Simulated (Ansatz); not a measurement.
# Cu3Ge (P6₃/mmc, No. 194, 8 atoms in the cell; start mp-1184021)

These are r²SCAN (Ansatz, an electronic-structure program, plane waves, PAW) values and carry that method's errors.

Numerical settings: plane-wave cutoff 560 eV, 12×12×14 k mesh (along the axes of the cell as run), Fermi–Dirac smearing 0.05 eV, no spin polarisation, scalar-relativistic PAW data made under PBE.

Cell (relaxed at this level):

```cif
data_Cu6Ge2
_chemical_formula_sum 'Cu6 Ge2'
_space_group_name_H-M_alt 'P63/mmc'
_space_group_IT_number 194
_space_group_name_Hall '-P 6c 2c'
_cell_length_a 5.23516
_cell_length_b 5.23516
_cell_length_c 4.17362
_cell_angle_alpha 90.000
_cell_angle_beta 90.000
_cell_angle_gamma 120.000
loop_
_atom_site_label
_atom_site_type_symbol
_atom_site_symmetry_multiplicity
_atom_site_Wyckoff_symbol
_atom_site_fract_x
_atom_site_fract_y
_atom_site_fract_z
_atom_site_occupancy
Cu1 Cu 6 h 0.16458 0.32916 0.25000 1
Ge1 Ge 2 d 0.66667 0.33333 0.25000 1
```

```yaml
bulk_modulus: 144 GPa
```

Note: the run has no spin polarisation, so it can have missed a magnetic state; the bulk modulus is −V dP/dV from two relaxed cells at ±2 % in volume; the relaxation could not lower the start's symmetry, so the cell can be a saddle point above a distorted one.

Static lattice: no zero-point or thermal effects.

It cost about 11 core-minutes (a rough figure) of CPU time.

A start named mp-… is a Materials Project structure, which need not be a measured phase.
